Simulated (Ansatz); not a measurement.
Levels about the gap of amorphous Si₂₄O₄₇H₂ (73 atoms in a cell of 1085 Å³, 2.19 g/cm³; zone centre alone, so wide bands show as single levels with stretches between that a denser mesh fills), at the geometry that PBE relaxed, where it gives -0.9 GPa on a denser mesh. The participation number counts the atoms over which a state spreads; weights are charges in smoothed Voronoi cells. The levels come from a single point, so bond lengths are those of that geometry. Method of the levels: PBE, scalar-relativistic without spin-orbit coupling (Ansatz, a program for electronic structure). Sampling: the zone centre alone; Fermi-Dirac width 0.02 eV; no spin polarisation. The usual formal charges leave 4 electrons over, so the level spacing at the Fermi energy parts defect or band states and needn't be the band gap. At PBE the levels at the filled edge of the gap are localised (band-tail or defect states), and the nearest spread-out levels lie 5.0 eV apart at the zone centre.

The cell was made by melting and quenching with the CHGNet potential and then relaxed with DFT. O atoms were pushed apart under 1.9 Å during the dynamics, to hinder bonds among them. The hot cell started wider than the set density and was brought back towards it in steps. It is the lowest in DFT energy of 4 quenches. It is a model cell: composition and starting density were chosen by hand, and all elements were melted together. No dispersion term was used. Its density started from a set value of 2.19 and ended at 2.19 g/cm³. The quench (nominally 670 K/ps over its main leg) was far faster than any real one, so the model tends to hold more defects than a real film. One small periodic cell is one sample of the glass; other quenches scatter about these values. The volume was held where the preparation left it, at a PBE pressure of -0.9 GPa (tension). Stress components on the final sampling reach 2.9 GPa. On a 2×2×2 Γ-centred mesh force components of up to 0.26 eV/Å stay, since the relaxation ran on the zone centre alone.

```tsv
E - E(highest filled), eV	filling	participation number	largest on	weight O	weight Si	weight H
-3.75	filled	19.9	O, 2 neighbours	0.95	0.05	0.01
-3.65	filled	14.3	O, 2 neighbours	0.93	0.05	0.02
-3.63	filled	17.9	O, 2 neighbours	0.90	0.04	0.06
-3.47	filled	8.3	O, 2 neighbours	0.95	0.05	0.00
-3.15	filled	4.8	O, 2 neighbours	0.94	0.06	0.00
-2.94	filled	3.8	O, 2 neighbours	0.95	0.05	0.00
0.00	filled	2.6	Si, 3 neighbours	0.36	0.64	0.00
1.40	empty	29.8	Si, 4 neighbours	0.62	0.36	0.02
2.65	empty	25.2	Si, 4 neighbours	0.60	0.36	0.05
2.99	empty	22.1	Si, 4 neighbours	0.61	0.38	0.01
3.14	empty	20.6	Si, 4 neighbours	0.57	0.42	0.01
3.32	empty	49.9	O, 2 neighbours	0.62	0.34	0.03
3.46	empty	40.3	O, 2 neighbours	0.63	0.30	0.07
3.67	empty	34.1	O, 2 neighbours	0.63	0.33	0.04
```

Most localised among these is the filled level at +0.00 eV, on a Si atom, which has 3 neighbours (O 1.71 Å, O 1.75 Å, O 1.80 Å).
